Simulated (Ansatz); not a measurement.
# Competing hops of Ga-vacancy pair in zinc-blende InP, charge state -3

Consider Ga-vacancy pair (Ga on one host In site, one In site vacant) in zinc-blende InP, charge state -3. These are PBE, PAW (plane waves to 420 eV; Ansatz, a first-principles code) values and carry that method's errors.

Cell of 64 host sites held at the relaxed PBE lattice; one k-point at (0.250, 0.250, 0.250); Fermi-Dirac width 0.05 eV, spin-restricted; finite-size errors left in. No zero-point or tunnelling terms. PBE gaps are too small, and in this host the defect's levels may merge with the bands. The charge state is imposed; whether it is stable for some Fermi level was not computed. Forms of the defect that were not tried may lie lower.

Barriers: single points on a 2×2×2 k-point mesh shifted by half a step at the bands' geometries (they differ from the bands' own by up to 0.08 eV, and are uncertain by about as much).

```json
[
 {"Route": "a nearby In atom hops onto the vacant site (Ga-vacancy distance between ideal sites 4.21 Å throughout)", "Start site over the lowest site run (eV)": "0.02", "Hop (Å)": "3.96", "Forward barrier (eV)": "1.42", "Backward barrier (eV)": "1.42", "Neighbours at the start": "P at 2.54, P at 2.62, 2 P at 2.63 Å", "Neighbours at the saddle": "P at 2.49, P at 2.76, P at 2.79, P at 3.00, P at 3.11 Å", "Saddle order": "not checked", "Forward, on the band's own sampling (eV)": "1.46"},
 {"Route": "a nearby In atom hops onto the vacant site (Ga-vacancy distance between ideal sites 4.21 Å throughout)", "Start site over the lowest site run (eV)": "0.02", "Hop (Å)": "3.90", "Forward barrier (eV)": "1.53", "Backward barrier (eV)": "1.53", "Neighbours at the start": "P at 2.57, 2 P at 2.61, P at 2.63 Å", "Neighbours at the saddle": "P at 2.51, P at 2.79, P at 2.83, P at 3.01, P at 3.08 Å", "Saddle order": "not checked", "Forward, on the band's own sampling (eV)": "1.45"},
 {"Route": "a nearby In atom hops onto the vacant site (Ga-vacancy distance between ideal sites 4.21 → 8.43 Å)", "Start site over the lowest site run (eV)": "0.02", "Hop (Å)": "4.00", "Forward barrier (eV)": "1.55", "Backward barrier (eV)": "1.58", "Neighbours at the start": "P at 2.55, 3 P at 2.63 Å", "Neighbours at the saddle": "P at 2.50, 2 P at 2.81, 2 P at 3.04 Å", "Saddle order": "not checked, on a symmetry element", "Forward, on the band's own sampling (eV)": "1.50"}
]
```

Paths come from nudged elastic bands with a climbing image.  A band can be held on a symmetry element, so unchecked saddle points there may be too high.
